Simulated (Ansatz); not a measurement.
# ScAlN2 (model structure, started from the LiGaO2 type, Pna2₁, No. 33, 16 atoms in the cell)

Method: PBE (Ansatz, a first-principles code, PAW).

Numerical settings: plane-wave cutoff 520 eV, 6×6×8 k mesh (along the axes of the cell as run), Fermi–Dirac smearing 0.01 eV, scalar-relativistic PAW data made under PBE.

Cell (relaxed with PBEsol):

```xyz
16
Lattice="5.8047 0.0000 0.0000 0.0000 6.8509 0.0000 0.0000 0.0000 4.7856" Properties=species:S:1:pos:R:3 pbc="T T T"
Sc     3.4371     5.9966     4.6446
Sc     2.3676     0.8544     2.2518
Sc     5.2700     2.5711     2.2518
Sc     0.5347     4.2799     4.6446
Al     3.3419     2.5570    -0.0382
Al     2.4628     4.2940     2.3546
Al     5.3652     5.9825     2.3546
Al     0.4395     0.8685    -0.0382
N      0.3571     0.7557     1.8624
N      5.4476     6.0952     4.2552
N      2.5453     4.1812     4.2552
N      3.2595     2.6698     1.8624
N      2.3362     0.9540     4.4099
N      3.4685     5.8969     2.0171
N      0.5662     4.3795     2.0171
N      5.2385     2.4715     4.4099
```

```
Item                                                     Result
-------------------------------------------  ------------------
band gap                                     2.56 eV (indirect)
smallest direct gap on the k points sampled             2.61 eV
direct gap at Γ                                         2.61 eV
```

Note: the relaxation could raise the start's symmetry but not lower it, so the cell can be a saddle point; cell and atoms aren't relaxed at this level (largest force component 0.08 eV/Å, pressure 4.2 GPa).

Static lattice: no zero-point or thermal effects.

A model structure was made by putting elements into a prototype or built by hand; it is no filed structure, need not be a known phase, and can be a saddle point held by its symmetry.
